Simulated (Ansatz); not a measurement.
# K3AgSn3Se8 (P4/nbm, No. 125; cell taken from a computed entry)

The numbers are results of LDA in Ansatz (plane waves, PAW), not measurements.

Run with plane-wave cutoff 520 eV, 4×4×4 k mesh, Fermi–Dirac smearing 0.01 eV, no spin polarisation, scalar-relativistic PAW data made under PBE.

Cell (relaxed with PBEsol):

```
AgK3Sn3Se8
1.0
    8.06814     0.00000     0.00000
    0.00000     8.06814     0.00000
    0.00000     0.00000    13.32069
K Ag Sn Se
6 2 6 16
Cartesian
  4.03407   4.03407   3.61769
  4.03407   4.03407   9.70300
  0.00000   0.00000   9.70300
  0.00000   0.00000   3.61769
  0.00000   0.00000   0.00000
  4.03407   4.03407   0.00000
  0.00000   4.03407   0.00000
  4.03407   0.00000   0.00000
  0.00000   4.03407   3.17094
  4.03407   0.00000   3.17094
  0.00000   4.03407  10.14975
  4.03407   0.00000  10.14975
  4.03407   0.00000   6.66034
  0.00000   4.03407   6.66034
  2.55826   1.47581  11.53267
  6.59233   2.55826  11.53267
  5.50988   6.59233  11.53267
  1.47581   5.50988  11.53267
  2.55826   6.59233   1.78802
  6.59233   5.50988   1.78802
  5.50988   1.47581   1.78802
  1.47581   2.55826   1.78802
  2.67514   1.35893   4.96919
  6.70921   2.67514   4.96919
  5.39300   6.70921   4.96919
  1.35893   5.39300   4.96919
  2.67514   6.70921   8.35150
  6.70921   5.39300   8.35150
  5.39300   1.35893   8.35150
  1.35893   2.67514   8.35150
```

```
Item                                           Value
-------------------------------------------  -------
band gap                                     1.01 eV
smallest direct gap on the k points sampled  1.06 eV
```

Note: cell and atoms aren't relaxed at this level (largest force component 0.10 eV/Å, pressure -1.6 GPa).

Spin–orbit coupling is not included.

The result took about 14 core-minutes (a rough figure).

Ansatz is a program for electronic structure.
